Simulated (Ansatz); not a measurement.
Start from GaN in the wurtzite structure (space group P6_3mc, No. 186; a = 3.1833 Å, c = 5.1839 Å). Axes: x lies along a and z along c of the hexagonal cell.

The values are results of Kohn–Sham DFT with the r2SCAN functional, run in Ansatz (a quantum-chemistry and plane-wave program) with PAW and 500 eV plane waves, no spin-orbit coupling, earlier PAW set, not measurements.

Base values:

The electron mass is 0.17 mₑ along c, 0.19 mₑ across (at Γ). The valence-band top at Γ comes out as 0.00, 0.00, -0.04 eV.

Now apply this change: uniaxial stress, 1 GPa compression along x; all other stress components relax to zero.

### Question
How does this affect the electron mass?

### Answer
The electron mass becomes 0.17 mₑ along z, 0.19 mₑ across (at Γ) (base: 0.17 mₑ along c, 0.19 mₑ across (at Γ)).

### Question
Estimate the effect on the hole mass.

### Answer
The hole mass is 0.18 mₑ along x, 2.2 mₑ along y, 2.0 mₑ along z (at Γ).

### Question
How does this affect the valence-band top at Γ?

### Answer
The valence-band top at Γ (three highest levels, from the VBM) changes from 0.00, 0.00, -0.04 eV to 0.00, -0.03, -0.06 eV.

### Question
How does this affect the energy relative to the base?

### Answer
The energy is nearly the same.

The levels and masses belong to the bands next to the band gap. Load acts through the strain it causes; cell and atoms are relaxed under it. Effective masses come from finite differences of ±0.01 Å⁻¹. Stability under load was not tested beyond the relaxation.
